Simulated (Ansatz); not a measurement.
MgO: band gap against strain

MgO (rock salt, Fm-3m, 8.993 Å³/atom at rest) under an equal strain ε in the (111) plane with the normal axis free, as in a coherent film. LDA in Ansatz, a plane-wave DFT program (PAW, default set), 420 eV, 14×14×14 Γ-centred mesh, Fermi-Dirac smearing 0.05 eV; ions are relaxed within the symmetry of each cell. Gaps are the smallest over the k-mesh and a band path, without spin-orbit coupling; in all rows the valence edge lies at Γ and the conduction edge at Γ.

Here s stands for strain and Eg for gap.

| strain (%) | gap (eV) |
|---|---|
| 0.00 | 5.035 |
| 0.42 | 4.936 |
| 0.83 | 4.839 |
| 1.25 | 4.741 |
| 2.50 | ? |

Taking a straight line for Eg over the 4 complete rows: Means: s 0.62500, Eg 4.8878. About the means, the sum of products is -0.20364 and the sum of squares of s is 0.86530; the slope is their ratio. Least squares gives Eg = 5.0348 - 0.23533·s. Residuals (row less fit): 0.0002, 0.0000, -0.0005, 0.0004; standard error 0.0004 (degrees of freedom: 2). Over these rows the gap moves by -24 ± 0.05 eV per unit strain.

Q: What does the fit predict for Eg at s = 2.50, and how far is the calculated value from it?

A: Eg = 5.0348 - 0.23533 × 2.50 = 4.4465 eV. The calculation gives 4.455 eV, 0.0085 eV above the prediction (1.5 % of the range of Eg in the table). The row lies outside the fitted rows, so this is an extrapolation. The fitted rows scatter only by rounding.

One order more, fitted to all 7 runs of the series, follows each within 0.001, so the miss is the next term of a smooth law. Rows are the converged runs of the series near zero and its far end; series whose fitted rows scatter by over a few per cent of the range, as at a crossing or softening among them, aren't shown in this form. Most that stay on the fit to the last digits aren't either.
